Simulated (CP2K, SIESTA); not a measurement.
A CP2K input for a self-consistent single point of SrSbPt (P-6m2, 3 atoms in the cell) (DFT LDA (Pade form), GPW, DZVP-MOLOPT-SR-GTH basis, GTH-PADE potentials (GTH_POTENTIALS)):

```
&GLOBAL
  PROJECT bulk
  RUN_TYPE ENERGY_FORCE
  PRINT_LEVEL MEDIUM
&END GLOBAL
&FORCE_EVAL
  METHOD Quickstep
  STRESS_TENSOR ANALYTICAL
  &DFT
    BASIS_SET_FILE_NAME BASIS_MOLOPT
    POTENTIAL_FILE_NAME GTH_POTENTIALS
    &QS
      METHOD GPW
      EPS_DEFAULT 1E-11
    &END QS
    &MGRID
      CUTOFF 500
      REL_CUTOFF 60
      NGRIDS 5
    &END MGRID
    &SCF
      SCF_GUESS ATOMIC
      EPS_SCF 1E-6
      MAX_SCF 100
      ADDED_MOS 6
      &DIAGONALIZATION
        ALGORITHM STANDARD
      &END DIAGONALIZATION
      &MIXING
        METHOD BROYDEN_MIXING
        ALPHA 0.2
        NBUFFER 12
        BETA 1
      &END MIXING
      &SMEAR ON
        METHOD GAUSSIAN
        SIGMA [eV] 0.1
      &END SMEAR
    &END SCF
    &KPOINTS
      SCHEME MACDONALD 6 6 5 0.08333333333 0.08333333333 0
    &END KPOINTS
    &XC
      &XC_FUNCTIONAL PADE
      &END XC_FUNCTIONAL
    &END XC
    &PRINT
      &MO
        EIGENVALUES T
        OCCUPATION_NUMBERS T
        NDIGITS 8
        FILENAME mo
        &EACH
          QS_SCF 0
        &END EACH
        ADD_LAST NUMERIC
      &END MO
      &MULLIKEN ON
      &END MULLIKEN
    &END PRINT
  &END DFT
  &SUBSYS
    &CELL
      A 4.50717000 0.00000000 0.00000000
      B -2.25358500 3.90332400 0.00000000
      C 0.00000000 0.00000000 4.63998000
      PERIODIC XYZ
    &END CELL
    &COORD
      Sr       0.00000000     0.00000000     0.00000000
      Sb       2.25358725     1.30110670     2.31999000
      Pt      -0.00000225     2.60221730     2.31999000
    &END COORD
    &KIND Sr
      BASIS_SET DZVP-MOLOPT-SR-GTH-q10
      POTENTIAL GTH-PADE-q10
    &END KIND
    &KIND Sb
      BASIS_SET DZVP-MOLOPT-SR-GTH-q5
      POTENTIAL GTH-PADE-q5
    &END KIND
    &KIND Pt
      BASIS_SET DZVP-MOLOPT-SR-GTH-q18
      POTENTIAL GTH-PADE-q18
    &END KIND
  &END SUBSYS
  &PRINT
    &FORCES ON
    &END FORCES
    &STRESS_TENSOR ON
    &END STRESS_TENSOR
  &END PRINT
&END FORCE_EVAL
```

### Question
Give the SIESTA input for the same structure, mesh, smearing and functional.

### Answer
This is the input that was run; spellings and numerical settings could be chosen otherwise.

```
# files in the folder: Sr.psml Sb.psml Pt.psml (PseudoDojo LDA standard)
SystemName  SrSbPt
SystemLabel SrSbPt

NumberOfAtoms                3
NumberOfSpecies              3
%block ChemicalSpeciesLabel
  1 38 Sr
  2 51 Sb
  3 78 Pt
%endblock ChemicalSpeciesLabel
LatticeConstant              4.507170 Ang
%block LatticeVectors
     1.000000000    0.000000000    0.000000000
    -0.500000000    0.866025466    0.000000000
     0.000000000    0.000000000    1.029466384
%endblock LatticeVectors
AtomicCoordinatesFormat      Bohr
%block AtomicCoordinatesAndAtomicSpecies
     0.000000000    0.000000000    0.000000000  1
     4.258662707    2.458735320    4.384145712  2
    -0.000004259    4.917478016    4.384145712  3
%endblock AtomicCoordinatesAndAtomicSpecies

XC.functional                LDA
XC.authors                   PW92
PAO.BasisSize                DZP
PAO.EnergyShift              0.01 Ry
MeshCutoff                   400 Ry
%block kgrid.MonkhorstPack
    6   0   0  0.0
    0   6   0  0.0
    0   0   5  0.0
%endblock kgrid.MonkhorstPack
OccupationFunction           MP
OccupationMPOrder            0
ElectronicTemperature        0.1 eV

MaxSCFIterations             150
SCF.Mixer.Method             Broyden
SCF.Mixer.Weight             0.1
SCF.Mixer.History            6
SCF.DM.Tolerance             1.0E-04
Diag.ParallelOverK           true
WriteForces                  true
```

Basis settings and potentials, where a program has them, do not carry over. This input uses DFT, LDA PW92, numerical atomic orbitals DZP, PseudoDojo LDA standard norm-conserving potentials (rewritten from UPF to PSML). LDA parametrisations can differ slightly between programs. Both were run: pressure -7.88 GPa in CP2K and -1.41 in SIESTA.

On CP2K: the starting cell comes from a database of computed structures (which also holds hypothetical and non-ambient phases and stackings), without a prior relaxation at this level. Spin polarisation is off. Values carry the incompleteness of an atom-centred basis. With a pressure of about -8 GPa the cell is away from its equilibrium volume at this level.

On SIESTA: the starting cell comes from a database of computed structures (which also holds hypothetical and non-ambient phases and stackings), without a prior relaxation at this level. Spin polarisation is off. Values carry the incompleteness of an atom-centred basis.
